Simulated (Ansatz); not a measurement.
The starting structures come from a database of crystals and need not be the phases stable at ambient conditions.

Input:

```
BiIS
1.0
    4.15640     0.00000     0.00000
    0.00000    13.24519     0.03754
    0.00000     5.37835     6.52346
Bi S I
4 4 4
Direct
  0.75000   0.12272   0.73935
  0.25000   0.87728   0.26065
  0.25000   0.62272   0.01522
  0.75000   0.37728   0.98478
  0.25000   0.94745   0.89177
  0.75000   0.05255   0.10823
  0.75000   0.44745   0.21334
  0.25000   0.55255   0.78666
  0.75000   0.66844   0.32406
  0.25000   0.33156   0.67594
  0.25000   0.16844   0.33907
  0.75000   0.83156   0.66093
```

Space group of this cell: Pnma. The cell was relaxed by PBE-D3(BJ); by PBEsol its mean pressure is -0.6 GPa.

Transport runs along the normal of the first two printed cell vectors.

The gap is the functional's own, uncorrected, and κ follows it; spin-orbit coupling is left out. Mid-gap values are interpolated between the computed energies.

Compute, with PBEsol run with Ansatz (a first-principles code), the band gap and the smallest decay constant κ at mid-gap.

Gap 1.65 eV on a 8×6×6 mesh; κ = 0.189 1/Å, at (0.250, 0.500) of the in-plane reciprocal vectors. At the zone centre, at the nearest computed energy, the slowest state has κ = 0.21 1/Å.
